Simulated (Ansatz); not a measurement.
Functionals compared on the (30-31) surface of hcp Cd in its 1x1 cell, outermost plane spacing 0.43 Å in the ideal cut, in Ansatz (plane waves, PAW). The structure was relaxed with PBE; the other rows are single points on it, each with its references at the same level. Cutoff 420 eV (500 eV for r2SCAN).

Model: 26-atom slab, 10.8 Å thick at the start, 12x3x1 mesh, Fermi-Dirac 0.1 eV, dipole correction, all atoms relaxed; held to the part of the start's symmetry that mesh and held atoms allow; no spin, no spin-orbit, no U. These notes are the PBE run's.

```
functional  surface energy (J/m²)  work function of the top face (eV)          rough cost of the single point
----------  ---------------------  ----------------------------------  --------------------------------------
PBE                          0.24                                3.86                                       –
LDA                          0.42                                4.21          around 12 core-minutes (rough)
PBEsol                       0.37                                3.98  about 11 core-minutes (a rough figure)
RPBE                         0.14                                3.70          around 10 core-minutes (rough)
r2SCAN                       0.33                                3.91          around 19 core-minutes (rough)
```

Ansatz is a first-principles code.
